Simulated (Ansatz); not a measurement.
Ge, pressure series

Take Ge in the diamond structure (space group Fd-3m, No. 227) as the base.

```
Ge
1.0
    0.00000     2.83808     2.83808
    2.83808     0.00000     2.83808
    2.83808     2.83808     0.00000
Ge
2
Direct
  0.00000   0.00000   0.00000
  0.25000   0.25000   0.25000
```

Cell and atoms are relaxed at each pressure.

Calculations: DFT with PBEsol, PAW potentials and a 420 eV plane-wave cutoff in Ansatz (a first-principles code), no SOC.

### Question
Only one of these has no band gap. Which?
A. pressure −1 GPa
B. pressure 30 GPa
C. pressure 22.5 GPa

### Answer
A, pressure −1 GPa. Computed: pressure −1 GPa: zero; pressure 22.5 GPa: 0.15 eV; pressure 30 GPa: 0.06 eV

Load acts through the strain it causes; cell and atoms are relaxed under it. No phonon test of stability was made. Measured, Ge leaves this structure (for the β-tin structure) near 10.6 GPa (room temperature; as listed in arXiv:1906.07825). The zero or small gap of Ge can change with the level of theory.
